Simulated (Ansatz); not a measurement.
System: Al-vacancy pair (Al on one host Nb site, one Nb site vacant) in bcc Nb (neutral cell). All values below come from PBE, PAW (plane waves to 420 eV; Ansatz, a program for electronic structure).

Cell of 36 host sites held at the relaxed PBE lattice; a 2×2×3 k-point mesh shifted by half a step; Fermi-Dirac width 0.10 eV, spin-restricted; finite-size errors left in. Static, classical nuclei. Forms of the defect that were not tried may lie lower. The start lies 0.17 eV above the lowest site run (PBE).

Barriers: single points on a 3×3×4 k-point mesh shifted by half a step at the bands' geometries (they differ from the bands' own by up to 0.06 eV, and are uncertain by about as much).

The step: one Nb atom jumps into the vacancy from a nearby Nb site (Al-vacancy distance between ideal sites 2.87 → 3.31 Å). Atoms about the jump, Cartesian Å from the middle of the jump, before and after:

```tsv
atom	x0	y0	z0	x1	y1	z1
Nb1	-0.76	-0.76	0.74	0.76	0.76	-0.74
Nb2	0.83	0.83	2.39	0.76	0.76	2.39
Al3	-0.75	-0.75	-2.41	-0.82	-0.82	-2.49
Nb4	0.86	-2.53	-0.80	0.76	-2.40	-0.74
Nb5	-2.53	0.86	-0.80	-2.40	0.76	-0.74
Nb6	2.48	-0.82	0.80	2.53	-0.82	0.82
Nb7	-0.82	2.49	0.80	-0.82	2.54	0.82
Nb8	-2.44	-2.43	-0.77	-2.40	-2.40	-0.74
Nb9	0.85	-2.44	2.47	0.76	-2.40	2.39
Nb10	-2.44	0.85	2.47	-2.40	0.76	2.39
Nb11	2.44	2.44	0.70	2.50	2.50	0.82
Nb12	-0.75	2.38	-2.46	-0.82	2.39	-2.49
Nb13	2.38	-0.75	-2.47	2.39	-0.82	-2.49
```

### Question
Predict the transition state.

### Answer

```csv
atom,x,y,z
Nb1,-0.04,-0.04,0.04
Nb2,0.82,0.82,2.52
Al3,-0.80,-0.80,-2.50
Nb4,0.85,-2.52,-0.83
Nb5,-2.52,0.84,-0.83
Nb6,2.56,-0.85,0.85
Nb7,-0.85,2.56,0.85
Nb8,-2.38,-2.38,-0.83
Nb9,0.85,-2.39,2.41
Nb10,-2.39,0.85,2.41
Nb11,2.42,2.42,0.83
Nb12,-0.84,2.42,-2.44
Nb13,2.42,-0.84,-2.44
```
It lies 0.46 eV above the start and 0.62 eV above the end. The saddle point's order was not checked, and it lies on a symmetry element of the cell, where a band can be held.
